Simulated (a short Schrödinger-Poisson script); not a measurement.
Solved with a short Schrödinger-Poisson script written for these runs: 1D Poisson equation in equilibrium, electrons quantum, Hartree plus LDA exchange-correlation (BenDaniel-Duke, 40 states a valley, the channel's in-plane mass for all, wave functions free to enter the barrier), parabolic valleys, classical holes, full ionisation, no traps, pinning or gate leakage.

Structure: gated In0.52Al0.48As/In0.53Ga0.47As modulation-doped gas in a quantum well, at 300 K.

From the gate side: 8 nm In0.52Al0.48As; 40 nm In0.52Al0.48As, donors 5.5e17 cm⁻³; 3 nm In0.52Al0.48As; 6 nm In0.53Ga0.47As; 4000 nm In0.52Al0.48As, acceptors 3e15 cm⁻³.

The device is made up for the run: typed textbook-type constants, with dimensions and the other settings drawn at random. In0.52Al0.48As: permittivity 12.5, conduction-band edge (eV) 0.52, gap (eV) 1.45, electron mass (mₑ) 0.075, Nv at 300 K (cm⁻³) 1.1e19. In0.53Ga0.47As: permittivity 13.9, conduction-band edge (eV) 0, gap (eV) 0.74, Nv at 300 K (cm⁻³) 7.7e18.

Channel valleys (confinement mass, in-plane density-of-states mass, number): Γ 0.041, 0.041, 1. At the gate the conduction-band edge of layer 1 lies 0.75 eV − eVg above the Fermi level of the channel; the field vanishes at the back. The barrier under the gate holds no holes. Gaps are held at their typed values at every temperature. Mesh 0.08 nm at interfaces.

Question: Give the gate voltage at 1e11 electrons/cm² (V); the sheet density of all electrons at Vg = 0.4 V (cm⁻²); the lowest subband against the Fermi level at Vg = 0.4 V (meV).

Answer: gate voltage at 1e11 electrons/cm² (V): -0.39; sheet density of all electrons at Vg = 0.4 V (cm⁻²): 1.02e12; lowest subband against the Fermi level at Vg = 0.4 V (meV): -56.4.
